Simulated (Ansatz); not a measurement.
Take W in the diamond structure (space group Fd-3m, No. 227; a = 5.755 Å; a hypothetical phase, not in the database extracts checked) as the base.

Modification: cell and atoms relaxed at a pressure of 10 GPa.

Levels (all Ansatz, a program for electronic structure, PAW): PBEsol (420 eV, spin-orbit coupling left out); PBEsol+SOC (420 eV, with spin-orbit coupling).

The geometry is relaxed with PBEsol.

```
Item               Result
---------------  --------
PBEsol pressure  10.0 GPa
```

### Question
How does going to PBEsol+SOC change the pressure?

### Answer
The pressure grows by 0.4 GPa to 10.4 GPa.

Single points use the geometry relaxed with PBEsol. Differences between runs with and without spin-orbit coupling are approximate. Load acts through the strain it causes; cell and atoms are relaxed under it. Stability against distortions was not tested. Competing high-pressure phases were not computed. The runs without spin-orbit coupling are not spin-polarised.
